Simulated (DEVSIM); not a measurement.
Device: GaAs n-i-p diode, at 300 K.

```tsv
layer (left to right)	material	thickness (μm)	Nd (cm⁻³)	Na (cm⁻³)	τn (s)	τp (s)
1	GaAs	1.70	1.2e17	-	1.2e-8	1.2e-8
2	GaAs	0.220	-	6.3e11	1.2e-8	1.2e-8
3	GaAs	2.10	-	4.5e17	1.2e-8	1.2e-8
```

Left contact: ohmic. Right contact: ohmic. Voltage is applied to the left contact. Recombination: SRH at mid-gap, Auger. Mobility is μmin + (μ − μmin)/(1 + (N/Nref)^α).

This is a model device: material constants are rounded textbook-type values typed into the input, and sizes, dopings and lifetimes were drawn at random. Values at 300 K; Nc and Nv go as T^1.5, mobilities as T to minus their exponent, the gap by Varshni's rule with the affinity fixed.

| parameter | GaAs |
|---|---|
| gap (eV) | 1.424 |
| affinity (eV) | 4.07 |
| permittivity | 12.9 |
| Nc (cm⁻³) | 4.7e17 |
| Nv (cm⁻³) | 9e18 |
| μn (cm²/Vs) | 8500 |
| μp (cm²/Vs) | 400 |
| μn,min | 500 |
| μp,min | 20 |
| Nref,n | 6e16 |
| Nref,p | 1.5e17 |
| αn | 0.39 |
| αp | 0.38 |
| T exponent of μn | 2.1 |
| T exponent of μp | 2.2 |
| Cn (cm⁶/s) | 1e-30 |
| Cp (cm⁶/s) | 1e-30 |
| Varshni α (eV/K) | 0.000541 |
| Varshni β (K) | 204 |

Model (solved in DEVSIM): 1D drift-diffusion, Boltzmann statistics, complete ionisation; no tunnelling, impact ionisation, image-force lowering or self-heating.

Base results: dark forward voltage at 100 A/cm² (V) 1.192; dark forward voltage at 1 A/cm² (V) 1.068; potential step across the device at zero bias (V) 1.311.

Problem. What follows from this one change: temperature 300 → 500 K?

Solution. dark forward voltage at 100 A/cm² 1.192 → 0.893 V; dark forward voltage at 1 A/cm² 1.068 → 0.684 V; potential step across the device at zero bias 1.311 → 1.075 V.

Problem. What follows from this one change: constant mobility in place of the doping-dependent one?

Solution. dark forward voltage at 100 A/cm² 1.192 → 1.169 V; dark forward voltage at 1 A/cm² 1.068 → 1.047 V; potential step across the device at zero bias little changed (1.311 V).
